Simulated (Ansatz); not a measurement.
A relaxation of cell and atoms of LuBRh3 (Pm-3m, 5 atoms in the cell) with Ansatz (a quantum-chemistry and plane-wave program).

Level of theory: PBEsol, default PAW files made with PBE (plane waves; Ansatz).

The change in words: atoms on their sites; relax: default → cell and atoms. Reference geometry:
```xyz
5
Lattice="4.1582 0.0000 0.0000 0.0000 4.1582 0.0000 0.0000 0.0000 4.1582" Properties=species:S:1:pos:R:3 pbc="T T T"
Lu     0.0000     0.0000     0.0500
B      2.0791     2.0791     2.0791
Rh     0.0000     2.0791     2.0791
Rh     2.0791     0.0000     2.0791
Rh     2.0791     2.0791     0.0000
```

Reference input (self-consistent single point, DFT, PBEsol, plane waves, default PAW files made with PBE): basis.ecutwfc = 30.9 Ry; kpoints.mp_grid.grid = 7 7 7; hamiltonian.xc = pbesol; hamiltonian.pseudopotentials = {kind: paw} (the program's default PAW files); scf.occupations.method = gaussian; scf.occupations.width = 0.0073 Ry. This run's input differs from it in these lines:

```diff
@@ -6,3 +6,3 @@
   atoms:
-    - { symbol: Lu, position: [0.000000, 0.000000, 0.012024] }
+    - { symbol: Lu, position: [0.000000, 0.000000, 0.000000] }
     - { symbol: B, position: [0.500000, 0.500000, 0.500000] }
@@ -24,2 +24,4 @@
     width: 0.0073 Ry
+relax:
+  cell: {}
 output:
```

Output (repeated stretches shortened):

```
   [... SCF lines of the steps left out ...]
relax step   1: F+E_penalty+E_count = -33784.34082868 eV  Δ(F+E_penalty+E_count) = +0.000e0 eV  max|allowed force component| = 6.324e-29 eV/Å  Δτ_max = 0.0000 Å  P = -5.309 GPa  Ω = 71.899 Å³  (8 SCF iters, dr2 threshold 1.00e-7 eV, accepted)
relax step   2: F+E_penalty+E_count = -33784.36855318 eV  Δ(F+E_penalty+E_count) = -2.772e-2 eV  max|allowed force component| = 1.184e-28 eV/Å  Δτ_max = 0.0000 Å  P = +2.598 GPa  Ω = 69.163 Å³  energy of the carried Pulay correction = +2.132e-3 eV  [...]
   [... lines left out ...]
relax step   4: F+E_penalty+E_count = -33784.37458613 eV  Δ(F+E_penalty+E_count) = -4.673e-5 eV  max|allowed force component| = 1.885e-28 eV/Å  Δτ_max = 0.0000 Å  P = -0.003 GPa  Ω = 69.999 Å³  energy of the carried Pulay correction = +1.472e-3 eV  [...]
relax step   5: F+E_penalty+E_count = -33784.37323917 eV  Δ(F+E_penalty+E_count) = +1.347e-3 eV  max|allowed force component| = 1.403e-28 eV/Å  Δτ_max = 0.0000 Å  P = -0.010 GPa  Ω = 69.999 Å³  stress off target by 9.93e-3 GPa  SCF on the basis [...]
basis re-selected at this cell: Δ(F+E_penalty+E_count) = +1.347e-3 eV, ΔP = -0.007 GPa vs the last step
the relaxation is at rest under the 48 symmetry operations that the run kept from its start: a minimum is not shown …
Free energy (F): -33784.373239 eV
Internal energy: -33784.350195 eV  (E = F + TS)
E sigma→0 (E₀):  -33784.361717 eV
Entropy (-TS):   -0.023045 eV (-4.609 meV/atom)
Fermi energy:    19.424696 eV
--- Forces (eV/Å), atoms counted from 1 ---
  atom   1  Lu     0.00000000     0.00000000     0.00000000
   [... zero for the other atoms too ...]
   [... lines left out ...]
  cell:  # Å, volume = 69.9990 Å³
   [... lines left out ...]
    - { symbol: B, position: [0.49999999999999994, 0.49999999999999994, 0.49999999999999994] }
    - { symbol: Rh, position: [1.3508901339942544e-36, 0.49999999999999994, 0.49999999999999994] }
    - { symbol: Rh, position: [0.49999999999999994, -1.8815969722146805e-36, 0.49999999999999994] }
    - { symbol: Rh, position: [0.49999999999999994, 0.49999999999999994, -7.2369114319746015e-37] }
```

The run converged. 

Summary of the result:
* **Free energy E − TS (on the zero of these files)**: -33784.3732 eV
* **Fermi level (on the code's own zero)**: 19.42 eV
* **Pressure**: -0.01 GPa
* **Final cell**: a = 4.121 Å, b = 4.121 Å, c = 4.121 Å, α = 90.00°, β = 90.00°, γ = 90.00°
* **Final volume per atom**: 14.00 Å³
* **Relaxation steps**: 5

The starting cell comes from a database of computed structures (which also holds hypothetical and non-ambient phases and stackings), without a prior relaxation at this level. Its lattice was rescaled by up to half a per cent. Spin polarisation is off. The relaxation keeps the symmetry of its start, so its end need not be a minimum. Ansatz's pressure includes its estimate of the finite-basis (Pulay) stress.

Cost on one core of a shared machine: roughly 40 s.

Keys are those of Ansatz 0.2.
